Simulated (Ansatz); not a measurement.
System: cubic perovskite CsSnI₃ (cubic high-temperature phase). Method: HSE06+SOC (Ansatz, a quantum-chemistry and plane-wave program, plane waves, PAW).

Run with plane-wave cutoff 460 eV, 4×4×4 k mesh, Fermi–Dirac smearing 0.01 eV, PAW data made under PBE.

Cell (measured lattice):

```cif
data_CsI3Sn
_chemical_formula_sum 'Cs1 Sn1 I3'
_space_group_name_H-M_alt 'Pm-3m'
_space_group_IT_number 221
_space_group_name_Hall '-P 4 2 3'
_cell_length_a 6.21900
_cell_length_b 6.21900
_cell_length_c 6.21900
_cell_angle_alpha 90.000
_cell_angle_beta 90.000
_cell_angle_gamma 90.000
loop_
_atom_site_label
_atom_site_type_symbol
_atom_site_symmetry_multiplicity
_atom_site_Wyckoff_symbol
_atom_site_fract_x
_atom_site_fract_y
_atom_site_fract_z
_atom_site_occupancy
Cs1 Cs 1 a 0.00000 0.00000 0.00000 1
Sn1 Sn 1 b 0.50000 0.50000 0.50000 1
I1 I 3 c 0.00000 0.50000 0.50000 1
```

What does this level give for the band gap and Γ–Γ gap?


* **band gap**: 0.25 eV (on the SCF k mesh) (direct)
* **Γ–Γ gap**: 4.96 eV

Note: held by symmetry at 0 K, a high-temperature phase can be a saddle point; cell and atoms aren't relaxed at this level (pressure 0.4 GPa).

Computed values are for the static lattice.
